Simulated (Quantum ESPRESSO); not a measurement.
# Habitual settings against a tight run: LiHF2 (C2/m, 4 atoms in the cell)

Self-consistent single point.

```
CELL_PARAMETERS angstrom
      2.59641    -1.56437     0.00000
      2.59641     1.56437     0.00000
     -2.57546     0.00000     4.28219
ATOMIC_POSITIONS crystal
  Li 0.00000 0.00000 0.00000
  H  0.00000 0.00000 0.50000
  F  0.20980 0.20980 0.75070
  F  0.79020 0.79020 0.24930
```

Computed with PBEsol, GBRV 1.5 ultrasoft (PBESOL) pseudopotentials (plane waves; Quantum ESPRESSO).

Base settings: ecutwfc = 40 Ry; ecutrho = 200 Ry; occupations = fixed; potentials = {Li: li_pbesol_v1.4.uspp.F.UPF, H: h_pbesol_v1.4.uspp.F.UPF, F: f_pbesol_v1.4.uspp.F.UPF}; K_POINTS = automatic 10 10 6 0 0 0; nbnd = 13; conv_thr = 1e-10 Ry; mixing_beta = 0.3.

Tight run (finer mesh or higher cutoff; not a proven limit): ecutwfc: 40 Ry → 56 Ry; ecutrho: 200 Ry → 280 Ry; conv_thr: 1e-10 Ry → 7.3e-11 Ry; K_POINTS: automatic 10 10 6 0 0 0 → automatic 14 14 9 0 0 0. It gave top of the valence band (on the code's own zero) -1.46 eV; gap on the k-point mesh 8.01 eV; pressure -3.46 GPa; largest force (vector length) 0.331 eV/Å.

Quick runs, as changes from the base:
- A: the base itself
- B: ecutwfc: 40 Ry → 28 Ry; ecutrho: 200 Ry → 140 Ry; K_POINTS: automatic 10 10 6 0 0 0 → automatic 8 8 8 1 1 1
- C: ecutwfc: 40 Ry → 24 Ry; ecutrho: 200 Ry → 120 Ry; K_POINTS: automatic 10 10 6 0 0 0 → automatic 1 1 1 1 1 1
- D: ecutwfc: 40 Ry → 20 Ry; ecutrho: 200 Ry → 100 Ry; conv_thr: 1e-10 Ry → 7.3e-06 Ry; K_POINTS: automatic 10 10 6 0 0 0 → automatic 2 2 2 1 1 1
- E: ecutwfc: 40 Ry → 32 Ry; ecutrho: 200 Ry → 160 Ry; occupations: fixed → smearing; nbnd: 13 → default; K_POINTS: automatic 10 10 6 0 0 0 → automatic 6 6 6 0 0 0; smearing: default → methfessel-paxton; degauss: default → 0.036749 Ry
- F: ecutwfc: 40 Ry → 32 Ry; ecutrho: 200 Ry → 160 Ry; occupations: fixed → smearing; nbnd: 13 → default; K_POINTS: automatic 10 10 6 0 0 0 → automatic 2 2 2 0 0 0; smearing: default → fermi-dirac; degauss: default → 0.0147 Ry

Gaps are read on each run's own mesh, which may miss the band edges.

The count of work is k-points × plane waves × bands × iterations; it is no time. 

The starting cell comes from a database of computed structures (which also holds hypothetical and non-ambient phases and stackings), without a prior relaxation at this level. Its lattice was rescaled by a random factor within 2.5 % of one. In the base run, with a pressure of about -4 GPa the cell is away from its equilibrium volume at this level.

```csv
run,energy less tight (meV/atom),pressure less tight (GPa),largest miss in a force vector (eV/Å),gap on the mesh less tight (eV),count of work / tight
A,1.8,-0.42,0.001,0.000,0.18
B,221.8,-24.34,0.029,0.115,0.090
C,366.3,-82.11,1.055,4.668,0.00085
D,2375.1,-163.14,0.808,1.532,0.00067
E,57.6,-8.18,0.003,-0.005,0.052
F,95.9,-6.90,0.022,-0.028,0.0050
```

Among the runs at the tight run's level, the energy misses run from 1.8 to 2375.1 meV/atom.

Left out of this page: 1 run of the series outside the window shown, repeating another row's setting, or not comparable.
